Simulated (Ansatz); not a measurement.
Consider Ir in the fcc (Cu type) structure (space group Fm-3m, No. 225).

```xyz
1
Lattice="0.0000 1.9353 1.9353 1.9353 0.0000 1.9353 1.9353 1.9353 0.0000" Properties=species:S:1:pos:R:3 pbc="T T T"
Ir     0.0000     0.0000     0.0000
```

Method: PBE in Ansatz (plane waves to 420 eV, PAW, no SOC), earlier PAW set.

Before the change:

The lattice parameter a comes out as 3.871 Å.

Modification: cell and atoms relaxed at a pressure of 60 GPa.

Task: Estimate the effect on the lattice parameter a.

Result: The lattice parameter a falls by 0.159 Å to 3.712 Å.

Load acts through the strain it causes; cell and atoms are relaxed under it. Whether these cells are dynamically stable was not tested. No other phases were tried under pressure. The final runs are not spin-polarised.

Ansatz is a quantum-chemistry and plane-wave program.
